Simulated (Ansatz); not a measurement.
The starting structures come from a database of crystals and need not be the phases stable at ambient conditions.

Input:

```
LiNbO3
1.0
    5.28485     0.00000     0.00000
    2.64242     4.57681     0.00000
    2.64243     1.52560     4.84596
Li Nb O
2 2 6
Direct
  0.63781   0.63781   0.08657
  0.36219   0.36219   0.91343
  0.85560   0.85560   0.43319
  0.14440   0.14440   0.56681
  0.78391   0.43784   0.73241
  0.21609   0.56216   0.26759
  0.43784   0.04584   0.73241
  0.56216   0.95416   0.26759
  0.04584   0.78391   0.73241
  0.95416   0.21609   0.26759
```

Space group of this cell: R-3. The cell is taken as given; by r2SCAN its mean pressure is -8.8 GPa.

Computed with r2SCAN (plane waves, PAW; Ansatz, a program for electronic structure).

The current runs along the normal of the first two printed vectors; no spin-orbit coupling. Scaled by the factor s: all lengths (ions clamped). The meshes follow the cell: 8×8×8 and 12×12 across at s = 0.98, 8×8×8 and 12×12 across at s = 1.00, 8×8×8 and 6×6 across at s = 1.02.

```csv
s,mean pressure (GPa),band gap (eV)
0.98,2.5,4.51
1.00,-8.8,4.22
1.02,-17.3,?
```

Problem. Take the slope of the band gap against ln s from the two given rows, extrapolate to s = 1.02, and say what the run there gives.

Solution. Slope = (4.51 − 4.22) / ln 0.98 = -14.4 eV. The line gives 4.22 + (-14.4) × ln 1.02 = 3.94 eV. The run gives 3.94 eV, as the line does.
